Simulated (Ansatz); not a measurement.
Data:

A slab with vacuum along the third vector:

```xyz
12
Lattice="2.4929 0.0000 0.0000 0.0000 4.0326 0.0000 0.0000 0.0000 28.0000" Properties=species:S:1:pos:R:3 pbc="T T T"
Co     1.2465     1.0082     8.3234
Co     0.0000     3.0245     8.9442
Co     0.0000     1.0082    10.4023
Co     1.2465     3.0245    11.1108
Co     1.2465     1.0082    12.5649
Co     0.0000     3.0245    13.2781
Co     0.0000     1.0082    14.7218
Co     1.2465     3.0245    15.4351
Co     1.2465     1.0082    16.8892
Co     0.0000     3.0245    17.5977
Co     0.0000     1.0082    19.0558
Co     1.2465     3.0245    19.6766
```

Model: 12-atom slab, 11.5 Å thick at the start, 15x9x1 mesh, Fermi-Dirac 0.1 eV, dipole correction, all atoms relaxed; symmetry of the start imposed; spin-polarised, no spin-orbit, no U.

Problem. Give the work function of the top face at the level PBE run with Ansatz (a program for electronic structure).

Solution. 4.73 eV

Problem. Give the surface energy (mean of both faces) at the level PBE.

Solution. 143 meV/Å²
